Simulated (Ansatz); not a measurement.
Hypothetical CdI2 type HfO2, pressure series

Take HfO₂ in the CdI2 type structure (space group P-3m1, No. 164; a hypothetical phase, not in the database extracts checked; layered, stacked along the Cartesian z axis) as the base.

```yaml
crystal:
  lattice:
    - [3.20846, 0.00000, 0.00000]
    - [-1.60423, 2.77861, 0.00000]
    - [0.00000, 0.00000, 4.51490]
  atoms:
    - { symbol: Hf, position: [0.00000, 0.00000, 0.00000] }
    - { symbol: O, position: [0.33333, 0.66667, 0.21390] }
    - { symbol: O, position: [0.66667, 0.33333, 0.78610] }
```

Cell and atoms are relaxed at each pressure.

Calculations: PBEsol-D3(BJ), PAW, 420 eV (Ansatz, a program for electronic structure; no SOC).

| change | smallest direct gap | c/a ratio | band gap |
|---|---|---|---|
| base | 4.85 eV | 1.407 | 4.40 eV |
| pressure 1.8 GPa | 4.81 eV | 1.360 | 4.22 eV |
| pressure 4.2 GPa | 4.75 eV | 1.324 | 4.01 eV |
| pressure 9 GPa | 4.54 eV | 1.279 | 3.71 eV |
| pressure 18 GPa | 4.24 eV | 1.229 | 3.32 eV |
| pressure 30 GPa | 3.90 eV | 1.187 | 2.95 eV |

Spin-orbit coupling, missing from the scalar runs, can matter with Hf. Load acts through the strain it causes; cell and atoms are relaxed under it. No phonon test of stability was made. Competing high-pressure phases were not computed.
